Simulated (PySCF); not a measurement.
PySCF 2.14.0, BP86/def2-svp, df: Nb(O)(OH)(OMe)2 (C[O][Nb](=[O])([OH])[O]C), 14 atoms. The geometry is a generated start, not checked to be a minimum at this level.

| Quantity | Value |
|---|---|
| task | energy |
| method | bp86 |
| basis | def2-svp |
| two-electron scheme | density fitting |
| mol.max_memory | 3000 MB |
| mf.max_cycle | 100 |
| mf.init_guess | minao (default) |
| mf.DIIS | CDIIS (default) |
| mf.conv_tol | 1e-09 (default) |
| mf.grids.level | 3 (default) |
| effective core potentials | those of the basis set, past Kr |
| basis functions | 150 |
| grid points | 175664 |

```xyz
14

Nb     0.1850     0.3616     0.7260
O      1.6855     1.1542     0.5981
O     -0.4165     0.6505     2.4528
H     -0.2161     1.0553     3.3011
O      0.4637    -1.3895     0.3939
C      1.1715    -2.5325     0.0532
H      1.3267    -2.5582    -1.0346
H      2.1501    -2.5271     0.5563
H      0.6152    -3.4283     0.3558
O     -0.9382     1.0737    -0.4900
C     -1.4124     1.8741    -1.5214
H     -1.7144     2.8520    -1.1224
H     -0.6205     2.0198    -2.2713
H     -2.2797     1.3943    -1.9975
```

Charge 0 and multiplicity 1 are set for this test and not shown to be the ground state.

One run each on 2 threads, 1 BLAS thread. Values of diis_space tried: 3, 5, 8 (default), 12, 20.

Q: How does the count of Fock builds change with diis_space, and where is it least?

A: Fewest Fock builds, within one of each other: 8 (default) with 19, 12 with 20, 20 with 20. The count rises to 88 at 3. All converge to one solution.

```json
[
 {"diis_space": "3", "Fock builds": "88", "end": "same solution"},
 {"diis_space": "5", "Fock builds": "23", "end": "same solution"},
 {"diis_space": "8 (default)", "Fock builds": "19", "end": "same solution"},
 {"diis_space": "12", "Fock builds": "20", "end": "same solution"},
 {"diis_space": "20", "Fock builds": "20", "end": "same solution"}
]
```
